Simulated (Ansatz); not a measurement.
The parent structure is B$_{2}$O$_{3}$ (space group Cmc2_1, No. 36; a = 7.8261 Å, b = 4.6243 Å, c = 4.1344 Å; a cell from a computed database, its experimental status unchecked). Axes: x, y, z lie along a, b, c of the conventional cell.

Level of theory: PBEsol (Ansatz, a first-principles code, PAW, scalar-relativistic without spin-orbit coupling).

Strains are applied to the cell and any free atomic positions relax; under biaxial strain the out-of-plane vector relaxes too.

One change was made to it. Results:

```tsv
quantity	base	after
energy relative to the base (free energy F)	0 meV/atom	+2.5 meV/atom
pressure (mean of the normal stresses, compression positive)	0.01 GPa	-2.79 GPa
```

### Question
Which change produced these results?
A) biaxial strain +3.95 %, plane normal [001], relaxed out of plane
B) uniaxial strain ε_xx = +1.51 %
C) biaxial strain +1.71 %, plane normal [001], relaxed out of plane
D) isotropic strain +1.92 %

### Answer
B, uniaxial strain ε_xx = +1.51 %. For comparison, the energy relative to the base in the other runs: biaxial strain +3.95 %, plane normal [001], relaxed out of plane gives +31 meV/atom; isotropic strain +1.92 % gives +13 meV/atom; biaxial strain +1.71 %, plane normal [001], relaxed out of plane gives +5.8 meV/atom.

Stability against distortions was not tested.
